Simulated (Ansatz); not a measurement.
Ansatz (a first-principles code) run on ScGa3 (P4mm, 4 atoms in the cell): self-consistent single point.

Method: PBEsol, harder PAW files (source: ansatz) made with PBE (plane waves; Ansatz).

```
ScGa3
1.0
    4.06135     0.00000     0.00000
    0.00000     4.06135     0.00000
    0.00000     0.00000     4.06135
Sc Ga
1 3
Cartesian
  0.00000   0.00000   0.05000
  2.03068   2.03068   0.00000
  0.00000   2.03068   2.03068
  2.03068   0.00000   2.03068
```

Reference input (self-consistent single point, DFT, PBEsol, plane waves, default PAW files made with PBE): basis.ecutwfc = 420 eV; kpoints.mp_grid.grid = 7 7 7; hamiltonian.xc = pbesol; hamiltonian.pseudopotentials = {kind: paw} (the program's default PAW files); scf.occupations.method = gaussian; scf.occupations.width = 0.1 eV. This run's input differs from it in these lines:

Ansatz 0.2 input:
```diff
@@ -12,3 +12,3 @@
 basis:
-  ecutwfc: 420.0 eV
+  ecutwfc: 560.0 eV
 kpoints:
@@ -17,3 +17,3 @@
   xc: pbesol
-  pseudopotentials: { kind: paw }
+  pseudopotentials: { kind: paw, source: ansatz }
 scf:
```

Log, with long lists cut:

```
SCF iter   1: F=—  HF=-27218.923309 eV  |F-HF|=—  |Δ(HF+E_count)|=         —  Δρ=1.61e-1  dr2=9.30e0  ethr=3.10e-3  ⟨swp⟩=5.5  Hψ=5937  notcnv=0  defer=1
all-band conjugate gradients solve this SCF's bands
preconditioner: auto → Resta (q_TF=auto, 2.774 Å⁻¹)
SCF iter   2: F=—  HF=-27216.476763 eV  |F-HF|=—  |Δ(HF+E_count)|=    2.45e0  Δρ=5.23e-2  dr2=6.70e-1  ethr=3.10e-3  ⟨swp⟩=3.0  Hψ=4066  notcnv=0  defer=82
   [... lines left out ...]
SCF iter   6: F=—  HF=-27216.394343 eV  |F-HF|=—  |Δ(HF+E_count)|=   4.44e-4  Δρ=6.42e-4  dr2=3.77e-4  ethr=2.99e-6  ⟨swp⟩=2.0  Hψ=2642  notcnv=0  defer=82
SCF iter   7: F=—  HF=-27216.394272 eV  |F-HF|=—  |Δ(HF+E_count)|=   7.11e-5  Δρ=2.35e-4  dr2=2.10e-5  ethr=5.09e-7  ⟨swp⟩=2.1  Hψ=2683  notcnv=0  defer=82
SCF iter   8: F=—  HF=-27216.394200 eV  |F-HF|=—  |Δ(HF+E_count)|=   7.16e-5  Δρ=7.21e-5  dr2=1.06e-6  ethr=2.83e-8  ⟨swp⟩=2.0  Hψ=2633  notcnv=0  defer=82
SCF iter   9: F=-27216.394200 eV  HF=-27216.394200 eV  |F-HF|=1.31e-8  |Δ(HF+E_count)|=   2.99e-7  Δρ=7.62e-6  dr2=2.35e-8  ethr=1.35e-10  ⟨swp⟩=8.6  Hψ=8953  notcnv=0
SCF 1 converged in 9 iterations: F = -27216.394200 eV  dr2 = 2.35e-8
Free energy (F): -27216.394200 eV
Internal energy: -27216.376458 eV  (E = F + TS)
E sigma→0 (E₀):  -27216.385329 eV
Entropy (-TS):   -0.017742 eV (-4.435 meV/atom)
Fermi energy:    13.444667 eV
--- Forces (eV/Å), atoms counted from 1 ---
  atom   1  Sc    -0.00000000     0.00000000    -0.36618027
  atom   2  Ga     0.00000000     0.00000000    -0.00908635
  atom   3  Ga     0.00000000     0.00000000     0.18762023
  atom   4  Ga    -0.00000000     0.00000000     0.18762023
--- Stress (GPa, compression-positive) ---
       -0.030956       0.000000      -0.000000
        0.000000      -0.030956       0.000000
       -0.000000       0.000000      -0.007109
  P = ⅓ Tr σ = -0.0230 GPa (-0.230 kbar)
  The stress holds the Pulay correction. Without it, at fixed plane waves, as pw.x and ABINIT print it: P = -329.8350 GPa
```

The run converged in 9 iterations. Against the reference run the pressure goes from -0.92 to -0.02 GPa and the largest force goes from 0.377 to 0.366 eV/Å.

The starting cell comes from a database of computed structures (which also holds hypothetical and non-ambient phases and stackings), without a prior relaxation at this level. Its lattice was rescaled by up to half a per cent. One atom was moved a little off its site on purpose. Ansatz's pressure includes its estimate of the finite-basis (Pulay) stress. Without the estimate this run gives -329.83 GPa. The cutoff lies below the one recommended for these files.
